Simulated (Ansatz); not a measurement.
Functionals compared on the (121) surface of alpha gallium in its 1x1 cell, outermost plane spacing 0.31 Å in the ideal cut, in Ansatz (plane waves, PAW). The structure was relaxed with PBE; the other rows are single points on it, each with its references at the same level. Cutoff 420 eV (500 eV for r2SCAN).

Slab: 36 atoms, 10.7 Å thick at the start; k 6x4x1, smearing 0.1 eV, dipole-corrected; all atoms relaxed; start symmetry kept, larger cells not searched; no spin, no spin-orbit, no U. These notes are the PBE run's.

```json
[
 {"functional": "PBE", "surface energy (J/m²)": "0.60", "work function of the top face (eV)": "4.13", "rough cost of the single point": "–"},
 {"functional": "LDA", "surface energy (J/m²)": "0.89", "work function of the top face (eV)": "4.40", "rough cost of the single point": "about 16 core-minutes (a rough figure)"},
 {"functional": "PBEsol", "surface energy (J/m²)": "…", "work function of the top face (eV)": "…", "rough cost of the single point": "about 17 core-minutes (a rough figure)"},
 {"functional": "RPBE", "surface energy (J/m²)": "0.46", "work function of the top face (eV)": "4.02", "rough cost of the single point": "very roughly 17 core-minutes"},
 {"functional": "r2SCAN", "surface energy (J/m²)": "0.88", "work function of the top face (eV)": "4.27", "rough cost of the single point": "very roughly 27 core-minutes"}
]
```

Q: Complete the blanks.

A: 
- PBEsol, surface energy (J/m²): 0.79
- PBEsol, work function of the top face (eV): 4.22

Ansatz is an electronic-structure program.
